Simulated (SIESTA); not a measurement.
Band structure of BH₃O₃ (P3_2, 42 atoms in the cell).

```
B(HO)3
1.0
    6.89331     0.00000     0.00000
   -3.44665     5.96978     0.00000
    0.00000     0.00000     8.96752
B H O
6 18 18
Direct
  0.18783   0.64441   0.29463
  0.35559   0.54342   0.96130
  0.45658   0.81217   0.62796
  0.51915   0.31059   0.30924
  0.68941   0.20856   0.97591
  0.79144   0.48085   0.64257
  0.05936   0.78965   0.64073
  0.21035   0.26971   0.30740
  0.73029   0.94064   0.97406
  0.14628   0.91206   0.30173
  0.08794   0.23422   0.96840
  0.76578   0.85372   0.63506
  0.31494   0.81246   0.96927
  0.18754   0.50248   0.63594
  0.49752   0.68506   0.30260
  0.48160   0.43894   0.63838
  0.56106   0.04266   0.30505
  0.95734   0.51840   0.97171
  0.38056   0.16834   0.96548
  0.83166   0.21222   0.63215
  0.78778   0.61944   0.29881
  0.66481   0.58521   0.96311
  0.41479   0.07960   0.62978
  0.92040   0.33519   0.29644
  0.06123   0.74594   0.29350
  0.25406   0.31529   0.96017
  0.68471   0.93877   0.62683
  0.32962   0.91347   0.62600
  0.08653   0.41615   0.29267
  0.58385   0.67038   0.95933
  0.22921   0.64565   0.96683
  0.35435   0.58356   0.63350
  0.41644   0.77079   0.30016
  0.29111   0.18414   0.31397
  0.81586   0.10697   0.98064
  0.89303   0.70889   0.64730
  0.62160   0.53909   0.30540
  0.46091   0.08251   0.97207
  0.91749   0.37840   0.63873
  0.56290   0.35362   0.63942
  0.64638   0.20928   0.30609
  0.79072   0.43710   0.97275
```

Computed with GGA PBEsol, numerical atomic orbitals DZP, PseudoDojo PBEsol standard norm-conserving potentials (rewritten from UPF to PSML) (SIESTA).

Settings: XC.functional = GGA; XC.authors = PBEsol; potentials = PseudoDojo PBEsol standard; PAO.BasisSize = DZP; PAO.EnergyShift = 0.005 Ry; MeshCutoff = 350 Ry; kgrid.MonkhorstPack = 5 5 3; OccupationFunction = FD; ElectronicTemperature = 0.01 eV; MaxSCFIterations = 150; SCF.Mixer.Method = Pulay; SCF.Mixer.Weight = 0.2; SCF.Mixer.History = 6; SCF.DM.Tolerance = 1.0E-05.

The starting cell comes from a database of computed structures (which also holds hypothetical and non-ambient phases and stackings), without a prior relaxation at this level. Values carry the incompleteness of an atom-centred basis.

Q: Predict the gap along the standard path and the places of the band edges.

A: The gap along the path is 6.36 eV, from a point between K and Γ to Γ; the smallest direct gap on it is 6.40 eV.

Levels in eV from the top of the valence band on the path, bands 69 to 73:
```
point     69     70     71     72    73
-----  -----  -----  -----  -----  ----
Γ      -0.20  -0.16  -0.04  -0.04  6.36
M      -0.18  -0.12  -0.09  -0.03  7.74
K      -0.16  -0.13  -0.07  -0.01  8.10
A      -0.24  -0.20  -0.20  -0.15  7.18
L      -0.21  -0.17  -0.07  -0.01  8.29
H      -0.22  -0.11  -0.05  -0.02  8.45
```

Higher empty bands are left out: an atom-centred basis made for the valence describes them poorly.
